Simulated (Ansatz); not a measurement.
Take Nb in the bcc (W type) structure (space group Im-3m, No. 229; a = 3.310 Å) as the base.

Method: Kohn–Sham DFT with the PBE functional, run in Ansatz (an electronic-structure program) with PAW and 420 eV plane waves, spin-orbit coupling left out.

One change was made to it. Results:

The shortest interatomic distance shrinks by 0.072 Å (2.866 Å → 2.794 Å); the density goes up by 0.68 g/cm³, from 8.51 g/cm³ to 9.19 g/cm³.

Problem. Which of these changes matches the shifts?
A. pressure 30 GPa
B. pressure 15 GPa
C. pressure 7 GPa
D. pressure −1 GPa
E. pressure 100 GPa

Solution. B, pressure 15 GPa. For comparison, the shortest interatomic distance in the other runs: pressure 30 GPa gives 2.739 Å; pressure 100 GPa gives 2.569 Å; pressure 7 GPa gives 2.830 Å; pressure −1 GPa gives 2.872 Å.

Load acts through the strain it causes; cell and atoms are relaxed under it. Whether these cells are dynamically stable was not tested. Competing high-pressure phases were not computed. All final runs are without spin polarisation.
